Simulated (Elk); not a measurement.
Band structure of La (P6_3/mmc, 2 atoms in the cell).

```
CELL_PARAMETERS angstrom
      3.74628     0.00000     0.00000
     -1.87314     3.24438     0.00000
      0.00000     0.00000     6.08245
ATOMIC_POSITIONS crystal
  La 0.33333 0.66667 0.25000
  La 0.66667 0.33333 0.75000
```

Method of the run: PBE, all-electron FP-LAPW, Elk's shipped species files, LAPW+lo basis run with Elk.

Settings: xctype = 20; rgkmax = 7.5; stype = 0; swidth = 0.00499791 Ha; ngridk = 13 13 7; gmaxvr = 16 1/bohr; nxoapwlo = 1.

The starting cell was generated: these elements placed on a structure prototype, without a prior relaxation; it need not be a known phase or ordering of this composition. Its lattice was rescaled by a random factor within 2.5 % of one. Values depend on the basis (sphere radii, cutoffs, local orbitals), which need not be converged.

Levels in eV from the Fermi level, bands 8 to 15:
| point | 8 | 9 | 10 | 11 | 12 | 13 | 14 | 15 |
|---|---|---|---|---|---|---|---|---|
| Γ | -15.81 | -3.21 | -1.77 | 1.19 | 1.37 | 1.37 | 1.76 | 1.76 |
| M | -16.00 | -1.62 | -1.17 | -1.15 | 1.24 | 1.25 | 1.38 | 1.74 |
| K | -16.36 | -1.29 | 0.07 | 0.07 | 0.30 | 0.89 | 0.89 | 1.78 |
| A | -15.92 | -1.89 | -1.89 | 0.63 | 0.63 | 1.40 | 1.40 | 1.40 |
| L | -16.17 | -1.68 | -1.68 | -0.41 | -0.41 | 1.78 | 1.78 | 1.94 |
| H | -16.06 | -0.64 | -0.64 | -0.22 | -0.22 | 0.99 | 0.99 | 1.63 |

Bands cross the Fermi level along this path, so the cell is metallic at this level.
